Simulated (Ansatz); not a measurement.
# BaH2 (Pnma, No. 62)

Calculation: r²SCAN-D4 (plane waves, PAW; Ansatz, an electronic-structure program).

Run with plane-wave cutoff 500 eV, 6×10×6 k mesh (along the axes of the cell as run), gaussian smearing 0.02 eV, scalar-relativistic PAW data made under PBE.

Cell (relaxed at this level):

```
CELL_PARAMETERS angstrom
      6.74828     0.00000     0.00000
      0.00000     4.13345     0.00000
      0.00000     0.00000     7.81711
ATOMIC_POSITIONS crystal
  Ba 0.76071 0.25000 0.38696
  Ba 0.23929 0.75000 0.61304
  Ba 0.73929 0.75000 0.88696
  Ba 0.26071 0.25000 0.11304
  H  0.52815 0.25000 0.68227
  H  0.47185 0.75000 0.31773
  H  0.97185 0.75000 0.18227
  H  0.02815 0.25000 0.81773
  H  0.35309 0.75000 0.92890
  H  0.64691 0.25000 0.07110
  H  0.14691 0.25000 0.42890
  H  0.85309 0.75000 0.57110
```

```yaml
band_gap: 3.33 eV (on the SCF k mesh)
```

Spin–orbit coupling is not included.

Static lattice: no zero-point or thermal effects.

It cost very roughly 4 core-minutes of CPU time.
